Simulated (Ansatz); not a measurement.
Start from PbSe in the rock salt structure (space group Fm-3m, No. 225; a = 6.178 Å). Axes: x, y, z lie along the cube axes.

All numbers come from Ansatz (a first-principles code), r2SCAN, PAW, cutoff 500 eV, no SOC.

Strains are applied to the cell and any free atomic positions relax; under biaxial strain the out-of-plane vector relaxes too.

One change was made to it. Results:

The energy increases by 2.2 meV/atom; the valley order (the lowest conduction-band minima on the path, energy above the VBM, named in the base's zone) becomes L along [111] 0.70 eV; a point along [011], about 0.6 Å⁻¹ from Γ 1.50 eV; a point along [100], about 0.4 Å⁻¹ from Γ 2.18 eV (base: L along ⟨111⟩ 0.66 eV; a point along ⟨110⟩, about 0.6 Å⁻¹ from Γ 1.46 eV).

Problem. Name the change that was made.
A. isotropic strain +2.00 %
B. biaxial strain −0.79 %, plane normal [111], relaxed out of plane
C. uniaxial strain ε_xx = +1.42 %

Solution. C, uniaxial strain ε_xx = +1.42 %. For comparison, the valley order in the other runs: isotropic strain +2.00 % gives L along ⟨111⟩ 0.84 eV; a point along ⟨110⟩, about 0.6 Å⁻¹ from Γ 1.58 eV; a point along ⟨100⟩, about 0.4 Å⁻¹ from Γ 2.27 eV; biaxial strain −0.79 %, plane normal [111], relaxed out of plane gives L along [1-1-1] 0.54 eV; L along [111] 0.65 eV; a point along [1-10], about 0.6 Å⁻¹ from Γ 1.32 eV.

With Pb present, leaving out spin-orbit coupling can change the band edges. The levels and masses belong to the bands next to the band gap. No phonon test of stability was made.
